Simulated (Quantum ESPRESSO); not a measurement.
**A series of runs on MgReO4 (Cmmm, 6 atoms in the cell)**

```xyz
6
Lattice="3.2616 3.3636 0.0000 -3.2616 3.3636 0.0000 0.0000 0.0000 3.1036" Properties=species:S:1:pos:R:3 pbc="T T T"
Mg     0.0000     0.0000     0.0000
Re    -3.2616     0.0000    -1.5518
O     -1.4140     0.0000    -1.5518
O     -5.1091     0.0000    -1.5518
O     -3.2616    -1.2648     0.0000
O     -3.2616     1.2648     0.0000
```
Moments meant for the start (each program seeds them in its own way; μB, in the order of the atoms Mg Re O O O O): 0.0 1.0 0.0 0.0 0.0 0.0.

Base run A: PBEsol, GBRV 1.5 ultrasoft (PBESOL) pseudopotentials run with Quantum ESPRESSO, self-consistent single point.

Its settings: ecutwfc = 40 Ry; ecutrho = 320 Ry; occupations = smearing; smearing = fd; degauss = 0.0073499 Ry; nspin = 2; K_POINTS = automatic 3 3 6 0 0 0; conv_thr = 1e-09 Ry; mixing_beta = 0.3.

The starting cell comes from a database of computed structures (which also holds hypothetical and non-ambient phases and stackings), without a prior relaxation at this level. With one magnetic atom in the cell only a parallel order is possible. In the base run, with a pressure of about -8 GPa the cell is away from its equilibrium volume at this level. Without a gap this mesh is coarse (it stands for a supercell whose shortest vector is 14 Å).

ΔF is the free energy per atom less that of run A. A dash stands where there is no value to compare (another energy zero or no entropy term, no result, no spin, no clean gap, or a mesh too coarse for one). 

Run A gave: pressure (GPa) -8.30; largest force (eV/Å) 0.625; size of the net moment (μB/atom) 0.14; ending converged.

Runs:
- B: smearing: fd → gauss; degauss: 0.0073499 Ry → 0.0036749 Ry
- C: smearing: fd → gauss; degauss: 0.0073499 Ry → 0.02205 Ry
- D: degauss: 0.0073499 Ry → 0.0036749 Ry
- E: degauss: 0.0073499 Ry → 0.02205 Ry
- F: smearing: fd → mp; degauss: 0.0073499 Ry → 0.0147 Ry
- G: smearing: fd → mp; degauss: 0.0073499 Ry → 0.02205 Ry
- H: smearing: fd → cold; degauss: 0.0073499 Ry → 0.0036749 Ry
- I: smearing: fd → cold; degauss: 0.0073499 Ry → 0.02205 Ry
- J: occupations: smearing → tetrahedra_opt; smearing: fd → default; degauss: 0.0073499 Ry → default

**Question.** What does run D change against A?

**Answer.** The free energy rises by 1.9 meV/atom, the pressure goes from -8.30 to -8.12 GPa, the largest force moves little (0.625 to 0.620 eV/Å) and the size of the net moment moves little (0.14 to 0.16 μB/atom).

**Question.** What does run E change against A?

**Answer.** The free energy falls by 35.7 meV/atom, the pressure goes from -8.30 to -8.41 GPa, the largest force goes from 0.625 to 0.555 eV/Å and the size of the net moment goes from 0.14 to 0.00 μB/atom.

**Question.** What does run G change against A?

**Answer.** The free energy rises by 3.0 meV/atom, the pressure goes from -8.30 to -8.17 GPa, the largest force moves little (0.625 to 0.623 eV/Å) and the size of the net moment hardly changes (0.14 to 0.16 μB/atom).

Runs E lost their moments and ended non-magnetic.

| run | ΔF (meV/atom) | pressure (GPa) | largest force (eV/Å) | size of the net moment (μB/atom) | ending |
|---|---|---|---|---|---|
| A | 0.00 | -8.30 | 0.625 | 0.14 | converged |
| B | – | – | – | – | not converged |
| C | -1.22 | -8.37 | 0.627 | 0.13 | converged |
| D | 1.94 | -8.12 | 0.620 | 0.16 | converged |
| E | -35.7 | -8.41 | 0.555 | 0.00 | converged |
| F | 2.8 | -8.09 | 0.619 | 0.17 | converged |
| G | 3.0 | -8.17 | 0.623 | 0.16 | converged |
| H | – | – | – | – | not converged |
| I | 4.1 | -8.22 | 0.623 | 0.15 | converged |
| J | 2.1 | -8.08 | 0.619 | 0.17 | converged |
